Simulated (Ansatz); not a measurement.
Consider ZnF2 in the rutile structure (space group P4_2/mnm, No. 136; a = 4.7173 Å, c = 3.1285 Å).

Method: PBEsol (Ansatz, a quantum-chemistry and plane-wave program; PAW; 420 eV plane waves; spin-orbit coupling left out).

Strains are applied to the cell and any free atomic positions relax.

One change was made to it. Results:

The pressure (mean of the normal stresses, compression positive) goes from zero to -19.3 kbar; the energy rises by 1.3 meV/atom.

Problem. What was done to the base?
A) isotropic strain +3.00 %
B) isotropic strain +0.60 %
C) isotropic strain +1.80 %

Solution. B, isotropic strain +0.60 %. For comparison, the energy relative to the base in the other runs: isotropic strain +1.80 % gives +11 meV/atom; isotropic strain +3.00 % gives +29 meV/atom.

No phonon test of stability was made.
